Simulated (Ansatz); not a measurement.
Defect migration in silicon: B-vacancy pair (B on one host Si site, one Si site vacant), charge state +1. Computed with PBE, PAW (plane waves to 420 eV; Ansatz, an electronic-structure program).

Cell of 64 host sites held at the relaxed PBE lattice; a 2×2×2 k-point mesh shifted by half a step; Fermi-Dirac width 0.01 eV, spin-restricted; finite-size errors left in. Energies are static. The charge state is imposed; whether it is stable for some Fermi level was not computed. Forms of the defect that were not tried may lie lower.

Barriers: single points on a 3×3×3 k-point mesh shifted by half a step at the bands' geometries.

Relaxed starting cell (atoms counted from 1):

```yaml
crystal:
  lattice:
    - [10.94000, 0.00000, 0.00000]
    - [0.00000, 10.94000, 0.00000]
    - [0.00000, 0.00000, 10.94000]
  atoms:
    - { symbol: B, position: [0.97078, 0.02891, 0.27953] }
    - { symbol: Si, position: [0.99944, 0.00032, 0.74998] }
    - { symbol: Si, position: [0.99949, 0.49939, 0.25078] }
    - { symbol: Si, position: [0.99865, 0.49929, 0.74995] }
    - { symbol: Si, position: [0.50032, 0.00028, 0.25081] }
    - { symbol: Si, position: [0.50029, 0.00099, 0.75005] }
    - { symbol: Si, position: [0.50047, 0.49921, 0.25171] }
    - { symbol: Si, position: [0.49998, 0.49965, 0.75040] }
    - { symbol: Si, position: [0.12459, 0.37469, 0.12575] }
    - { symbol: Si, position: [0.12465, 0.37405, 0.62489] }
    - { symbol: Si, position: [0.12460, 0.87508, 0.62547] }
    - { symbol: Si, position: [0.62555, 0.37403, 0.12567] }
    - { symbol: Si, position: [0.62454, 0.37514, 0.62580] }
    - { symbol: Si, position: [0.62492, 0.87508, 0.12575] }
    - { symbol: Si, position: [0.62554, 0.87506, 0.62488] }
    - { symbol: Si, position: [0.99861, 0.24623, 0.00680] }
    - { symbol: Si, position: [0.99762, 0.24948, 0.50009] }
    - { symbol: Si, position: [0.00255, 0.74652, 0.99660] }
    - { symbol: Si, position: [0.99858, 0.75625, 0.49699] }
    - { symbol: Si, position: [0.49869, 0.24780, 0.00077] }
    - { symbol: Si, position: [0.49788, 0.25071, 0.50140] }
    - { symbol: Si, position: [0.50250, 0.74921, 0.99971] }
    - { symbol: Si, position: [0.49900, 0.74995, 0.49871] }
    - { symbol: Si, position: [0.11044, 0.11624, 0.36688] }
    - { symbol: Si, position: [0.12202, 0.12208, 0.87925] }
    - { symbol: Si, position: [0.12184, 0.62834, 0.37309] }
    - { symbol: Si, position: [0.12849, 0.62374, 0.87428] }
    - { symbol: Si, position: [0.62348, 0.12623, 0.37685] }
    - { symbol: Si, position: [0.62641, 0.12365, 0.87837] }
    - { symbol: Si, position: [0.62655, 0.62769, 0.37425] }
    - { symbol: Si, position: [0.62668, 0.62429, 0.87497] }
    - { symbol: Si, position: [0.25254, 0.99624, 0.99752] }
    - { symbol: Si, position: [0.24345, 0.00112, 0.49702] }
    - { symbol: Si, position: [0.25045, 0.49720, 0.99980] }
    - { symbol: Si, position: [0.24969, 0.50070, 0.49869] }
    - { symbol: Si, position: [0.75336, 0.00111, 0.00685] }
    - { symbol: Si, position: [0.75019, 0.00208, 0.50012] }
    - { symbol: Si, position: [0.75177, 0.50085, 0.00072] }
    - { symbol: Si, position: [0.74898, 0.50179, 0.50137] }
    - { symbol: Si, position: [0.37198, 0.37314, 0.37426] }
    - { symbol: Si, position: [0.37534, 0.37298, 0.87502] }
    - { symbol: Si, position: [0.37150, 0.87789, 0.37320] }
    - { symbol: Si, position: [0.37581, 0.87131, 0.87447] }
    - { symbol: Si, position: [0.87351, 0.37625, 0.37682] }
    - { symbol: Si, position: [0.87604, 0.37320, 0.87837] }
    - { symbol: Si, position: [0.88344, 0.88926, 0.36690] }
    - { symbol: Si, position: [0.87730, 0.87785, 0.87895] }
    - { symbol: Si, position: [0.24352, 0.24620, 0.25170] }
    - { symbol: Si, position: [0.24960, 0.24783, 0.75163] }
    - { symbol: Si, position: [0.25433, 0.74566, 0.24867] }
    - { symbol: Si, position: [0.25063, 0.74913, 0.74784] }
    - { symbol: Si, position: [0.75027, 0.24945, 0.25273] }
    - { symbol: Si, position: [0.74893, 0.25073, 0.75247] }
    - { symbol: Si, position: [0.75344, 0.75622, 0.25172] }
    - { symbol: Si, position: [0.75172, 0.75001, 0.75146] }
    - { symbol: Si, position: [0.37092, 0.12196, 0.12824] }
    - { symbol: Si, position: [0.37197, 0.12365, 0.62391] }
    - { symbol: Si, position: [0.37619, 0.62356, 0.12171] }
    - { symbol: Si, position: [0.37541, 0.62426, 0.62368] }
    - { symbol: Si, position: [0.88346, 0.11623, 0.13988] }
    - { symbol: Si, position: [0.87345, 0.12626, 0.62681] }
    - { symbol: Si, position: [0.87753, 0.62861, 0.12833] }
    - { symbol: Si, position: [0.87605, 0.62770, 0.62385] }
```
Cell charge +1.

End state 1 differs by these moves (Å; atoms that move under 0.08 Å are left out):

| atom | element | Δx | Δy | Δz |
|---|---|---|---|---|
| 1 | B | 0.28 | -0.29 | -0.28 |
| 18 | Si | 1.34 | 1.78 | 1.79 |
| 27 | Si | -0.05 | -0.05 | -0.04 |
| 32 | Si | -0.08 | 0.06 | 0.07 |
| 47 | Si | -0.08 | -0.01 | -0.07 |
| 50 | Si | -0.10 | 0.08 | 0.04 |
| 51 | Si | -0.04 | 0.04 | 0.06 |
| 58 | Si | -0.04 | 0.05 | 0.05 |

### Question
Give the forward and backward barriers to end state 1 at the level PBE, PAW.

### Answer
forward 1.03 eV, backward 1.04 eV; at the saddle point atom 18 has neighbours B at 3.02; 2 Si at 2.46, Si at 2.98 Å. The saddle point's order was not checked, and it lies on a symmetry element of the cell, where a band can be held.

End state 2 differs by these moves (Å; atoms that move under 0.08 Å are left out):

| atom | element | Δx | Δy | Δz |
|---|---|---|---|---|
| 1 | B | 2.00 | -2.00 | -2.00 |
| 18 | Si | 0.13 | 0.13 | 0.14 |
| 24 | Si | 0.12 | 0.13 | 0.13 |
| 32 | Si | -0.13 | -0.12 | 0.13 |
| 46 | Si | -0.14 | -0.14 | 0.15 |
| 50 | Si | -0.14 | 0.14 | -0.14 |
| 60 | Si | -0.13 | 0.14 | -0.13 |

### Question
Estimate the forward and backward barriers to end state 2 that PBE, PAW returns for this input.

### Answer
forward 2.38 eV, backward 2.38 eV; at the saddle point atom 1 has neighbours 2 Si at 2.15, 2 Si at 2.61 Å. The saddle point's order was not checked, and it lies on a symmetry element of the cell, where a band can be held.
